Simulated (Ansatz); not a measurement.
**Sn–I–Sn angle (°) in related cells**

A. CsSnI3 (cubic perovskite, Pm-3m)
B. CsSnI3 (Pnma)

Computed with Ansatz (plane waves, PAW), its default PAW set. Each column's cells are at rest at that level. Cells are local rest points, mostly with their start's symmetry. Larger cells are relaxed from a start prepared with the learned potential CHGNet, on a coarser mesh till forces fall under 0.03 eV/Å, which some starts already meet. Atoms count as bonded under 1.18 times the sum of their covalent radii (1.35 for H and a metal); two metal atoms count in their first shell alone, and not where both have two or more other neighbours. Mean, with the range where angles differ.

```json
[
 {"system": "A", "PBE": "180.0", "r2SCAN (own geometry)": "180.0"},
 {"system": "B", "PBE": "156.4 (155.2 to 158.8)", "r2SCAN (own geometry)": "156.8 (155.5 to 159.3)"}
]
```

With PBE the value of A exceeds that of B by 23.6°. With r2SCAN (own geometry) the value of A exceeds that of B by 23.2°.

Ansatz is an electronic-structure program.
